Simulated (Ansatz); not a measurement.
We consider rock-salt LuN, described by BLYP (Ansatz, a quantum-chemistry and plane-wave program, plane waves, PAW).

Settings: plane-wave cutoff 520 eV, 20×20×20 k mesh, Fermi–Dirac smearing 0.05 eV, scalar-relativistic PAW data made under PBE.

A third-order Birch–Murnaghan fit to the energies gives V0 = 13.953 Å³/atom, B0 = 162 GPa, B′ = 4.1.

| V (Å³/atom) | P (GPa) |
|---|---|
| 13.116 | ? |
| 13.395 | ? |
| 13.674 | 3.42 |
| 13.953 | 0.01 |
| 14.232 | -3.08 |
| 14.511 | -5.87 |
| 14.790 | -8.39 |

Estimate the withheld pressures from this fit; the answers are the runs' own values.


- 13.116, P (GPa): 11.40
- 13.395, P (GPa): 7.21

The formula P = (3/2) B0 (x^(7/3) − x^(5/3)) [1 + (3/4)(B′ − 4)(x^(2/3) − 1)] with x = V0/V meets the computed pressures within 0.03 GPa when these rounded values are put in.

Spin–orbit coupling is not included.

Computed values are for the static lattice.
